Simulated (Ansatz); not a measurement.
The parent structure is BeSe in the zinc blende structure (space group F-43m, No. 216; a = 5.1777 Å). Axes: x, y, z lie along the cube axes.

All numbers come from DFT with PBE, PAW potentials and a 420 eV plane-wave cutoff in Ansatz (a first-principles code), no SOC, earlier PAW set.

Modification: an isotropic linear strain of −1.99 %, atoms relaxed at fixed cell.

### Question
Predict the stress tensor and what it implies for the stiffness.

### Answer
Stress of the strained cell less that of the base (GPa, compression positive):
```
   5.09    0.00    0.00
   0.00    5.09    0.00
   0.00    0.00    5.09
```

Then B = −ΔP/(ΔV/V₀) with ΔV/V₀ = -0.0585 gives secant stiffness values (nonlinear terms included at this strain): B ≈ 87 GPa.

As a check, the harmonic strain energy −½ V₀ Δσ:ε is 16 meV/atom; the computed energy rise is 15 meV/atom.

Stability against distortions was not tested.
